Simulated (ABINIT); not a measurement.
**Short convergence ladders for Rh (Fm-3m, 1 atom in the cell)**

```
CELL_PARAMETERS angstrom
      0.00000     1.90950     1.90950
      1.90950     0.00000     1.90950
      1.90950     1.90950     0.00000
ATOMIC_POSITIONS crystal
  Rh 0.00000 0.00000 0.00000
```

Base method: PBE, norm-conserving pseudopotentials (PseudoDojo nc-sr-05 PBE standard) (plane waves; ABINIT).

Base settings: pseudos = [Rh.upf]; ecut = 44 Ha; ixc = 11; occopt = 3; tsmear = 0.00367493 Ha; ngkpt = 9 9 9; nshiftk = 1; shiftk = 0 0 0; potentials = PseudoDojo nc-sr-05 PBE standard; nband = 14.

The count of work is k-points × plane waves × bands × iterations; it is no time. Core times come from one kind of shared machine, to one figure; runs under 30 s give none.

**Shifted k-point meshes**

In this ladder: shiftk = 0.5 0.5 0.5.

Only quantities that move along the ladder and can be compared are tabulated.

| ngkpt | free energy less the last step's (meV/atom) | pressure (GPa) | count of work / last | core time / last (rough) |
|---|---|---|---|---|
| 3 3 3 | 98.43 | 4.95 | 0.0089 | – |
| 5 5 5 | -5.88 | 2.97 | 0.028 | – |
| 7 7 7 | -1.78 | 2.85 | 0.066 | – |
| 9 9 9 | -0.59 | 2.87 | 0.13 | – |
| 11 11 11 | -0.37 | 2.85 | 0.22 | 0.4 |
| 14 14 14 | -0.15 | 2.88 | 0.42 | 0.6 |
| 17 17 17 | -0.07 | 2.89 | 0.73 | 1 |
| 19 19 19 | 0.00 | 2.89 | 1.0 | 1 |

Coarsest ngkpt that holds the pressure within 0.2 GPa of the last step, with all finer ones: 5 5 5, at 0.028 of the last step's count of work; the step before is off by 2.1 GPa.

Coarsest ngkpt that holds the free energy within 2 meV/atom of the last step, with all finer ones: 7 7 7, at 0.066 of the last step's count of work; the step before is off by 5.9 meV/atom.

**The k-point mesh at a smearing width of 0.3 eV**

In this ladder: tsmear = 0.0110248 Ha.

Only quantities that move along the ladder and can be compared are tabulated.

```tsv
ngkpt	free energy less the last step's (meV/atom)	pressure (GPa)	count of work / last	core time / last (rough)
5 5 5	70.99	8.11	0.015	–
6 6 6	39.69	7.84	0.023	–
8 8 8	8.89	6.73	0.043	–
9 9 9	4.83	6.57	0.051	–
11 11 11	2.04	6.44	0.082	–
16 16 16	-0.27	6.31	0.21	0.2
24 24 24	0.00	6.32	0.61	0.9
29 29 29	0.00	6.32	1.0	1
```

Coarsest ngkpt that holds the free energy within 0.5 meV/atom of the last step, with all finer ones: 16 16 16, at 0.21 of the last step's count of work and about 0.2 of the last step's time; the step before is off by 2.0 meV/atom.

Coarsest ngkpt that holds the pressure within 0.5 GPa of the last step, with all finer ones: 8 8 8, at 0.043 of the last step's count of work; the step before is off by 1.5 GPa.

**The width of Methfessel-Paxton smearing**

In this ladder: occopt = 6; ngkpt = 15 15 15.

Narrow widths need finer meshes than wide ones, so the last steps can hold mesh noise.

Only quantities that move along the ladder and can be compared are tabulated; pressure and forces are left out, as mesh noise rules them at narrow widths.

```tsv
tsmear	free energy less the last step's (meV/atom)
0.0367493 Ha	-11.80
0.0183747 Ha	2.81
0.0110248 Ha	0.50
0.00734986 Ha	-0.33
0.00367493 Ha	-0.11
0.00183747 Ha	0.00
```

Widest tsmear that holds the free energy within 5 meV/atom of the last step, with all finer ones: 0.0183747 Ha; the step before is off by 12 meV/atom.

On the base run: the starting cell has typed, rounded lattice constants, without a prior relaxation at this level. Its lattice was rescaled by up to half a per cent. Spin polarisation is off.

Left out of this page: 2 runs of the series outside the window shown, repeating another row's setting, or not comparable.
